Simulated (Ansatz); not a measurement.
**A computed series for CdSe: response to strain**

Start from CdSe in the wurtzite structure (space group P6_3mc, No. 186; a = 4.383 Å, c = 7.155 Å).

Strains are applied to the cell and any free atomic positions relax.

Method: PBE in Ansatz (plane waves to 420 eV, PAW, spin-orbit coupling left out), earlier PAW set.

```json
[
 {"isotropic strain (%)": "-2.1", "band gap (eV)": "0.68"},
 {"isotropic strain (%)": "-1.01", "band gap (eV)": "?"},
 {"isotropic strain (%)": "-0.65", "band gap (eV)": "0.58"},
 {"isotropic strain (%)": "0", "band gap (eV)": "0.54"},
 {"isotropic strain (%)": "2.78", "band gap (eV)": "0.37"}
]
```

Task: Fit E_g = E₀ + Dε (ε in %) to the rows shown and predict the withheld row.

Result: Least squares on the printed values gives E₀ = 0.54 eV, D = -63.1 meV per % of strain (largest residual 0.00 eV); this predicts 0.61 eV, and the run gives 0.61 eV, in agreement.

Whether these cells are dynamically stable was not tested.

Ansatz is a first-principles code.
